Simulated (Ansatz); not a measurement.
Consider interstitial S in bcc Ta, neutral cell. Calculation: PBE, PAW (plane waves to 420 eV; Ansatz, a program for electronic structure).

36-site cell at the relaxed PBE lattice, a 2×2×3 k-point mesh shifted by half a step, smearing 0.10 eV, spin-restricted, no finite-size correction. No zero-point or tunnelling terms. Spin-orbit coupling is left out. Sites that were not tried may lie lower.

Barriers: single points on a 3×3×4 k-point mesh shifted by half a step at the bands' geometries.

Relaxed starting cell (atoms counted from 1):

```xyz
37
Lattice="9.9571 0.0000 0.0000 0.0000 9.9571 0.0000 0.0000 0.0000 6.6381" Properties=species:S:1:pos:R:3 pbc="T T T"
Ta    -0.0062    -0.0037     0.0172
Ta    -0.0060    -0.0038     3.3190
Ta    -0.0058     3.2849    -0.0356
Ta    -0.0057     3.2850     3.3721
Ta    -0.0057     6.6646    -0.0357
Ta    -0.0057     6.6646     3.3719
Ta     3.2962    -0.0037     0.0246
Ta     3.2964    -0.0037     3.3118
Ta     3.3731     3.2480    -0.0522
Ta     3.3734     3.2477     3.3885
Ta     3.3731     6.7016    -0.0521
Ta     3.3735     6.7019     3.3885
Ta     6.6490    -0.0037     0.0242
Ta     6.6488    -0.0036     3.3123
Ta     6.5722     3.2473    -0.0524
Ta     6.5721     3.2473     3.3889
Ta     6.5723     6.7025    -0.0525
Ta     6.5723     6.7024     3.3887
Ta     1.6574     1.6425     1.6680
Ta     1.6462     1.6224     4.9871
Ta     2.2003     4.9749     1.6685
Ta     1.6868     4.9750     4.9869
Ta     1.6574     8.3069     1.6680
Ta     1.6463     8.3272     4.9871
Ta     4.9725     1.6171     1.6682
Ta     4.9720     1.6054     4.9873
Ta     4.9725     4.9750     1.6677
Ta     4.9726     4.9749     4.9875
Ta     4.9726     8.3323     1.6682
Ta     4.9720     8.3442     4.9872
Ta     8.2880     1.6425     1.6682
Ta     8.2993     1.6226     4.9873
Ta     7.7442     4.9749     1.6683
Ta     8.2585     4.9749     4.9873
Ta     8.2879     8.3073     1.6680
Ta     8.2992     8.3271     4.9871
S     -0.0064     4.9748     1.6681
```

End state 1 differs by these moves (Å; atoms that move under 0.08 Å are left out):

```
atom  element     Δx     Δy     Δz
----  -------  -----  -----  -----
3          Ta   0.00  -0.52   0.05
5          Ta   0.00   0.52   0.05
9          Ta  -0.05   0.06   0.07
10         Ta  -0.03   0.07  -0.05
11         Ta  -0.05  -0.06   0.07
12         Ta  -0.03  -0.08  -0.05
15         Ta   0.05   0.06   0.07
16         Ta   0.03   0.08  -0.05
17         Ta   0.05  -0.06   0.07
18         Ta   0.03  -0.08  -0.05
19         Ta   0.06  -0.05   0.07
20         Ta   0.07  -0.03  -0.05
21         Ta  -0.52   0.00   0.05
23         Ta   0.06   0.05   0.07
24         Ta   0.08   0.03  -0.05
31         Ta  -0.06  -0.05   0.07
32         Ta  -0.08  -0.03  -0.05
33         Ta   0.52   0.00   0.05
35         Ta  -0.06   0.05   0.07
36         Ta  -0.08   0.03  -0.05
37          S   0.00   0.00  -1.65
```

Task: Predict the forward and backward barriers to end state 1 from PBE, PAW.

Result: forward 1.40 eV, backward 1.40 eV; at the saddle point atom 37 has neighbours 4 Ta at 2.27 Å. The saddle point's order was not checked, and it lies on a symmetry element of the cell, where a band can be held.
